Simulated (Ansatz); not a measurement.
Results of r²SCAN in Ansatz (plane waves, PAW) for CsCl-type YCu (structure not from a measured cell).

Run with plane-wave cutoff 500 eV, 16×16×16 k mesh, Fermi–Dirac smearing 0.1 eV, no spin polarisation, scalar-relativistic PAW data made under PBE.

Computed at the level's own relaxed cell.

Problem. Predict the volume per atom and equilibrium lattice constant a.

Solution. 
volume per atom: 20.78 Å³/atom
equilibrium lattice constant a: 3.464 Å

The run finds no gap.

Note: the relaxation could not lower the start's symmetry, so the cell can be a saddle point above a distorted one.

Static lattice: no zero-point or thermal effects.

Computing time: roughly 100 core-seconds.

Ansatz is an electronic-structure program.
